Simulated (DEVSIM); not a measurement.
System: Si p-i-n diode, at 350 K.

```csv
layer (left to right),material,thickness (μm),Nd (cm⁻³),Na (cm⁻³),τn (s),τp (s)
1,Si,0.210,-,2.6e18,9.5e-5,9.5e-5
2,Si,0.220,1.2e13,-,9.5e-5,9.5e-5
3,Si,0.970,2e18,-,9.5e-5,9.5e-5
```

Left contact: ohmic. Right contact: ohmic. Voltage is applied to the left contact. Recombination: SRH at mid-gap, radiative. Gap narrowing is on: ΔEg = 6.92 meV × (l + √(l² + 0.5)), l = ln(N/1.3e17 cm⁻³), shared equally by both band edges. Mobility is μmin + (μ − μmin)/(1 + (N/Nref)^α).

Constants are typed, rounded textbook-type inputs, not results; the design itself was drawn at random and stands for no fabricated device. Values at 300 K; Nc and Nv go as T^1.5, mobilities as T to minus their exponent, the gap by Varshni's rule with the affinity fixed.

| parameter | Si |
|---|---|
| gap (eV) | 1.124 |
| affinity (eV) | 4.05 |
| permittivity | 11.7 |
| Nc (cm⁻³) | 2.86e19 |
| Nv (cm⁻³) | 3.1e19 |
| μn (cm²/Vs) | 1417 |
| μp (cm²/Vs) | 470 |
| μn,min | 52 |
| μp,min | 45 |
| Nref,n | 9.7e16 |
| Nref,p | 2.2e17 |
| αn | 0.68 |
| αp | 0.72 |
| T exponent of μn | 2.3 |
| T exponent of μp | 2.2 |
| B (cm³/s) | 4.7e-15 |
| Varshni α (eV/K) | 0.000473 |
| Varshni β (K) | 636 |

Simulated with DEVSIM: 1D drift-diffusion, Boltzmann statistics, complete ionisation; no tunnelling, impact ionisation, image-force lowering or self-heating.

The doping Na of layer 1 was swept, all else fixed.

| doping Na of layer 1 (cm^-3) | dark forward voltage at 1 A/cm² (V) | dark forward voltage at 100 A/cm² (V) | potential step across the device at zero bias (V) |
|---|---|---|---|
| 7.8e16 | 0.456 | 0.597 | 0.816 |
| 2.6e17 | 0.496 | 0.636 | 0.847 |
| 7.8e17 | 0.528 | 0.668 | 0.873 |
| 2.6e18 | 0.560 | 0.700 | 0.902 |
| 7.8e18 | 0.584 | 0.723 | 0.927 |

From the first row to the last the dark forward voltage at 1 A/cm² goes from 0.456 to 0.584. From the first row to the last the dark forward voltage at 100 A/cm² goes from 0.597 to 0.723.
